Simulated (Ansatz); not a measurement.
Point defects in ZnS

Base system: a 16-atom supercell of ZnS in the zinc blende structure (space group F-43m, No. 216; a = 5.3904 Å) at its relaxed geometry.

One neutral defect a cell, atoms relaxed at fixed cell.

The values are results of DFT with r2SCAN, PAW potentials and a 500 eV plane-wave cutoff in Ansatz (a first-principles code), no spin-orbit coupling, earlier PAW set, not measurements.

```tsv
case	largest displacement of a host atom from its site in the perfect cell	pressure
perfect supercell	–	0.0 GPa
Zn vacancy, symmetric start	0.04 Å	-0.9 GPa
S on a Zn site (antisite), symmetric start	0.17 Å	2.6 GPa
H interstitial (started 2.33 Å from the nearest host atom)	0.02 Å	0.8 GPa
```

The magnetic state is the one reached from the starting moments; the real material's order can differ, and small cells can't hold many antiferromagnetic ones. The cell is small, so the values are those of an ordered compound at a high defect concentration; dilute-limit values will differ. A case with no gap was solved on a k-mesh chosen for an insulator, which is coarse for it. Defects with a symmetric start kept the site's symmetry and may sit on a saddle; the others started slightly shaken. Starting moments died away, wholly or in part, for S on a Zn site (antisite); another magnetic solution may exist.
